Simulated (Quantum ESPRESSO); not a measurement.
Worked example: self-consistent single point of NaI (Fm-3m, 2 atoms in the cell) in Quantum ESPRESSO.

Method of the run: PBE, SSSP 1.1.2 efficiency (PBE) pseudopotentials (plane waves; Quantum ESPRESSO 7.5).

```yaml
crystal:
  lattice:
    - [0.00000, 3.23636, 3.23636]
    - [3.23636, 0.00000, 3.23636]
    - [3.23636, 3.23636, 0.00000]
  atoms:
    - { symbol: Na, position: [0.00000, 0.00000, 0.00000] }
    - { symbol: I, position: [0.50000, 0.50000, 0.50000] }
```

Reference input (self-consistent single point, DFT, PBE, plane waves, SSSP 1.1.2 efficiency (PBE) pseudopotentials): ecutwfc = 40 Ry; ecutrho = 320 Ry; occupations = smearing; smearing = gauss; degauss = 0.00147 Ry; potentials = {Na: na_pbe_v1.5.uspp.F.UPF, I: I.pbe-n-kjpaw_psl.0.2.UPF}; K_POINTS = automatic 6 6 6 0 0 0; conv_thr = 1e-10 Ry; mixing_beta = 0.7. This run's input differs from it in these lines:

```diff
@@ -13,3 +13,3 @@
     ecutwfc = 40,
-    ecutrho = 320,
+    ecutrho = 80,
     occupations = 'smearing',
```

Output, abridged:

```
     Self-consistent Calculation

     iteration #  1     ecut=    40.00 Ry     beta= 0.70

     Threshold (ethr) on eigenvalues was too large:
     Diagonalizing with lowered threshold

     total energy              =    -474.44430010 Ry
     estimated scf accuracy    <       0.01958091 Ry

     iteration #  2     ecut=    40.00 Ry     beta= 0.70

     total energy              =    -474.44845556 Ry
     estimated scf accuracy    <       0.00191546 Ry

     iteration #  3     ecut=    40.00 Ry     beta= 0.70

     total energy              =    -474.44885863 Ry
     estimated scf accuracy    <       0.00009444 Ry

   [... 3 blocks of this kind left out ...]

     iteration #  7     ecut=    40.00 Ry     beta= 0.70

     total energy              =    -474.44886962 Ry
     estimated scf accuracy    <          1.2E-10 Ry

     iteration #  8     ecut=    40.00 Ry     beta= 0.70
     End of self-consistent calculation

     the Fermi energy is     3.6179 ev

!    total energy              =    -474.44886962 Ry
     estimated scf accuracy    <          3.6E-11 Ry
     smearing contrib. (-TS)   =      -0.00000000 Ry
     internal energy E=F+TS    =    -474.44886962 Ry

     convergence has been achieved in   8 iterations

     Forces acting on atoms (cartesian axes, Ry/au):

     atom    1 type  1   force =     0.00000000    0.00000000    0.00000000
     atom    2 type  2   force =    -0.00000000   -0.00000000    0.00000000

     Total force =     0.000000     Total SCF correction =     0.000000

          total   stress  (Ry/bohr**3)                   (kbar)     P=        1.81
   0.00001233  -0.00000000  -0.00000000            1.81       -0.00       -0.00
  -0.00000000   0.00001233   0.00000000           -0.00        1.81        0.00
   0.00000000   0.00000000   0.00001233            0.00        0.00        1.81

   JOB DONE.
```

The run converged in 8 iterations. Against the reference run the free energy drops by 21.0 meV/atom, the pressure goes from 0.46 to 0.18 GPa and the gap on the mesh hardly changes (3.639 to 3.649 eV).

The starting cell comes from a database of computed structures (which also holds hypothetical and non-ambient phases and stackings), without a prior relaxation at this level. Its lattice was rescaled by a random factor within 2.5 % of one. Spin-orbit coupling is off.
